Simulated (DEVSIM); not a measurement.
# CdS/CdTe n-p heterojunction

Structure: CdS/CdTe n-p heterojunction, at 350 K.

| layer (left to right) | material | thickness (μm) | Nd (cm⁻³) | Na (cm⁻³) | τn (s) | τp (s) |
|---|---|---|---|---|---|---|
| 1 | CdS | 1.20 | 1.9e17 | - | 1.6e-9 | 1.6e-9 |
| 2 | CdTe | 4.10 | - | 3.7e17 | 1.6e-9 | 1.6e-9 |

Left contact: ohmic. Right contact: ohmic. Voltage is applied to the left contact. Recombination: SRH at mid-gap, radiative. Mobility is μmin + (μ − μmin)/(1 + (N/Nref)^α).

The device is made up for the run: typed textbook-type constants, with dimensions and the other settings drawn at random. Values at 300 K; Nc and Nv go as T^1.5, mobilities as T to minus their exponent, the gap by Varshni's rule with the affinity fixed.

```
parameter             CdS     CdTe
----------------  -------  -------
gap (eV)              2.4      1.5
affinity (eV)         4.3     4.28
permittivity            9     10.2
Nc (cm⁻³)          2.2e18     8e17
Nv (cm⁻³)          1.8e19   1.8e19
μn (cm²/Vs)           300     1000
μp (cm²/Vs)            25       80
μn,min                 30      100
μp,min                  3       10
Nref,n               1e17     1e17
Nref,p               1e17     1e17
αn                    0.6      0.6
αp                    0.6      0.6
T exponent of μn      1.5      1.7
T exponent of μp      1.5      1.5
B (cm³/s)           1e-10    1e-10
Varshni α (eV/K)  0.00039  0.00031
Varshni β (K)         103      108
```

Model (solved in DEVSIM): 1D drift-diffusion, Boltzmann statistics, complete ionisation; no tunnelling, impact ionisation, image-force lowering or self-heating. Band offsets follow the typed affinities; no thermionic-emission limit at abrupt steps, no polarisation charge.

| Item | Result |
|---|---|
| Potential step across the device at zero bias | 1.260 V |
| Largest field in the device at zero bias | 250000 V/cm |
| Dark forward voltage at 1 A/cm² | 1.075 V |
| Dark forward voltage at 100 A/cm² | 1.237 V |

Dark forward current:

(V (V), J (A/cm²)): (-0.05, -6.2e-13); (-0.10, -2.4e-12); (-0.15, -7.9e-12); (-0.20, -2.6e-11); (-0.30, -2.7e-10); (-0.35, -8.9e-10); (-0.40, -3.0e-9); (-0.45, -1.0e-8); (-0.50, -3.5e-8); (-0.55, -1.2e-7); (-0.60, -4.6e-7); (-0.70, -7.3e-6); (-0.75, -3.2e-5); (-0.80, -0.00015); (-0.85, -0.00069); (-0.90, -0.0034); (-0.95, -0.017); (-1.05, -0.44); (-1.10, -2.2); (-1.15, -11); (-1.20, -45); (-1.25, -130); (-1.30, -280); (-1.35, -470); (-1.45, -990); (-1.50, -1300); (-1.55, -1700); (-1.60, -2100)

Small-signal capacitance in reverse bias (quasi-static):

```json
[
 {"V (V)": "0.1", "C (nF/cm²)": "80.1"},
 {"V (V)": "0.25", "C (nF/cm²)": "75.9"},
 {"V (V)": "0.5", "C (nF/cm²)": "70.1"},
 {"V (V)": "0.75", "C (nF/cm²)": "65.4"},
 {"V (V)": "1", "C (nF/cm²)": "61.6"},
 {"V (V)": "1.5", "C (nF/cm²)": "55.6"},
 {"V (V)": "2", "C (nF/cm²)": "51.1"},
 {"V (V)": "2.5", "C (nF/cm²)": "47.5"}
]
```
